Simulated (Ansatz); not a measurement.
The parent structure is InP in the zinc blende structure (space group F-43m, No. 216; a = 5.907 Å). Axes: x, y, z lie along the cube axes.

Level of theory: Kohn–Sham DFT with the r2SCAN functional, run in Ansatz (a first-principles code) with PAW and 500 eV plane waves, spin-orbit coupling left out.

Before the change:

```
Item                                Result
---------------------  -------------------
Volume per atom                   25.76 Å³
Valence-band top at Γ  0.00, 0.00, 0.00 eV
Electron mass              0.074 mₑ (at Γ)
```

Now apply this change: tensile biaxial strain of 1.25 % in the plane normal to [111], as in epitaxy on a mismatched substrate; the out-of-plane cell vector and the atoms relax.

Task: Predict the new volume per atom.

Result: The volume per atom rises by 0.46 Å³ (25.76 Å³ → 26.22 Å³).

Task: What does the calculation give for the valence-band top at Γ after the change?

Result: The valence-band top at Γ (three highest levels, from the VBM) changes from 0.00, 0.00, 0.00 eV to 0.00, -0.12, -0.12 eV.

Task: What happens to the hole mass?

Result: The hole mass amounts to 0.058 mₑ out of plane, 1.2 mₑ in plane (at Γ).

Task: Predict the new electron mass.

Result: The electron mass becomes 0.067 mₑ (at Γ) (base: 0.074 mₑ (at Γ)).

The levels and masses belong to the bands next to the band gap. Masses are band curvatures over ±0.01 Å⁻¹ around the edge. Whether these cells are dynamically stable was not tested.
